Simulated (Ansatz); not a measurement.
## Relaxation of cell and atoms of Sb2Pt (Pa-3, 12 atoms in the cell) at several settings

```
Sb2Pt
1.0
    6.38927     0.00000     0.00000
    0.00000     6.38927     0.00000
    0.00000     0.00000     6.38927
Sb Pt
8 4
Cartesian
  2.39758   0.79706   5.59221
  3.99170   5.59221   0.79706
  0.79706   5.59221   2.39758
  5.59221   0.79706   3.99170
  5.59221   2.39758   0.79706
  0.79706   3.99170   5.59221
  3.99170   3.99170   3.99170
  2.39758   2.39758   2.39758
  0.00000   3.19464   3.19464
  3.19464   3.19464   0.00000
  3.19464   0.00000   3.19464
  0.00000   0.00000   0.00000
```

Base: PBEsol, PAW files made with PBE run with Ansatz (a first-principles code). Its settings: kpoints.mp_grid.grid = 3 3 3; hamiltonian.xc = pbesol; hamiltonian.pseudopotentials = {kind: paw} (the program's default PAW files); scf.occupations.method = cold; scf.occupations.width = 0.05 eV. Starting volume 21.74 Å³ per atom.

Each line gives the change from the base single point and the result:

- hamiltonian.dispersion: default → d3bj; relax: default → cell and atoms [DFT, PBEsol-D3BJ, plane waves, PAW files made with PBE]: pressure -0.02 GPa; largest force (vector length) 0.007 eV/Å; final cell a = b = c = 6.391 Å, α = β = γ = 90.00°; final volume per atom 21.75 Å³; relaxation steps 4.
- hamiltonian.xc: pbesol → pbe; relax: default → cell and atoms [DFT, PBE, plane waves, PAW files]: pressure -0.01 GPa; largest force (vector length) 0.001 eV/Å; final cell a = b = c = 6.554 Å, α = β = γ = 90.00°; final volume per atom 23.46 Å³; relaxation steps 6.

The starting cell comes from a database of computed structures (which also holds hypothetical and non-ambient phases and stackings), without a prior relaxation at this level. Its lattice was rescaled by a random factor within 2.5 % of one. Spin polarisation is off. Ansatz's pressure includes its estimate of the finite-basis (Pulay) stress.

Left out of this page: 1 run of the series outside the window shown, repeating another row's setting, or not comparable.

Keys are those of Ansatz 0.2.
